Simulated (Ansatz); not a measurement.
Ansatz (a quantum-chemistry and plane-wave program) run on Ti (P-3m1, 2 atoms in the cell): relaxation of the atoms.

Method: LDA (PW92), default PAW files made with PBE (plane waves; Ansatz).

The change in words: one atom moved by 0.15 angstrom; relax: default → atoms; relax.f_tol: default → 0.1 eV/Å. Reference geometry:
```xyz
2
Lattice="1.4676 -2.5420 0.0000 1.4676 2.5420 0.0000 0.0000 0.0000 4.6566" Properties=species:S:1:pos:R:3 pbc="T T T"
Ti     1.4676     0.8473     1.1642
Ti     1.4676    -0.8473     3.4924
```

Reference input (self-consistent single point, DFT, LDA (PW92), plane waves, default PAW files made with PBE): basis.ecutwfc = 30.9 Ry; kpoints.mp_grid.grid = 13 13 7; hamiltonian.xc = lda; hamiltonian.pseudopotentials = {kind: paw} (the program's default PAW files); scf.occupations.method = fermi_dirac; scf.occupations.width = 0.0073 Ry. This run's input differs from it in these lines:

```diff
@@ -7,3 +7,3 @@
   atoms:
-    - { symbol: Ti, position: [0.333333, 0.666667, 0.250000] }
+    - { symbol: Ti, position: [0.333333, 0.666667, 0.282212] }
     - { symbol: Ti, position: [0.666667, 0.333333, 0.750000] }
@@ -18,2 +18,4 @@
   occupations: { method: fermi_dirac, width: 0.0073 Ry }
+relax:
+  f_tol: 0.1
 output:
```

Output (repeated stretches shortened):

```
   [... SCF lines of the steps left out ...]
relax step   1: F+E_penalty+E_count = -4900.53674055 eV  Δ(F+E_penalty+E_count) = +0.000e0 eV  max|allowed force component| = 4.913e-1 eV/Å  Δτ_max = 0.0000 Å  (6 SCF iters, dr2 threshold 1.00e-4 eV, accepted)
relax step   2: F+E_penalty+E_count = -4900.56775170 eV  Δ(F+E_penalty+E_count) = -3.101e-2 eV  max|allowed force component| = 6.227e-2 eV/Å  Δτ_max = 0.0614 Å  (6 SCF iters, dr2 threshold 1.51e-5 eV, accepted)
relax step   3: F+E_penalty+E_count = -4900.56775171 eV  Δ(F+E_penalty+E_count) = -6.745e-9 eV  max|allowed force component| = 6.248e-2 eV/Å  Δτ_max = 0.0000 Å  (6 SCF iters, accepted)
the relaxation is at rest under the 12 symmetry operations that the run kept from its start: a minimum is not shown …
Free energy (F): -4900.567752 eV
Internal energy: -4900.489075 eV  (E = F + TS)
E sigma→0 (E₀):  -4900.528414 eV
Entropy (-TS):   -0.078676 eV (-39.338 meV/atom)
Fermi energy:    13.036862 eV
--- Forces (eV/Å), atoms counted from 1 ---
  atom   1  Ti     0.00000000     0.00000000    -0.06248421
  atom   2  Ti    -0.00000000    -0.00000000     0.06248421
--- Stress (GPa, compression-positive) ---
       -8.130679       0.000000      -0.000000
        0.000000      -8.130679      -0.000000
       -0.000000       0.000000      -8.448244
  P = ⅓ Tr σ = -8.2365 GPa (-82.365 kbar)
   [... lines left out ...]
--- Relaxed structure (3 steps of the walk, 3 accepted, 0 SCFs on fresh bases) ---
  F+E_penalty+E_count = -4900.56775171 eV   max|allowed force component| = 6.248e-2 eV/Å
  atoms:
    - { symbol: Ti, position: [0.33333333333333326, 0.6666666666666665, 0.26901993937086693] }
    - { symbol: Ti, position: [0.6666666666666665, 0.33333333333333326, 0.7631920606291329] }
```

The run converged.  The full log also holds: “iter 2 did not close the SCF: its close was put off for the readings that it lacked (scf_convergence_deferred on its scf_iter line)”. The full log also holds: “iter 3 did not close the SCF: its close was put off for the readings that it lacked (scf_convergence_deferred on its scf_iter line)”.

Summary of the result:
| Item | Value |
|---|---|
| Free energy E − TS (on the zero of these files) | -4900.5678 eV |
| Fermi level (on the code's own zero) | 13.04 eV |
| Pressure | -8.24 GPa |
| Largest force (vector length) | 0.062 eV/Å |
| Relaxation steps | 3 |

The starting cell has typed, rounded lattice constants, without a prior relaxation at this level. Its lattice was rescaled by up to half a per cent. For this run, on top of that: one atom moved by 0.15 angstrom. Spin polarisation is off. The relaxation keeps the symmetry of its start, so its end need not be a minimum. Ansatz's pressure includes its estimate of the finite-basis (Pulay) stress.

Keys are those of Ansatz 0.2.
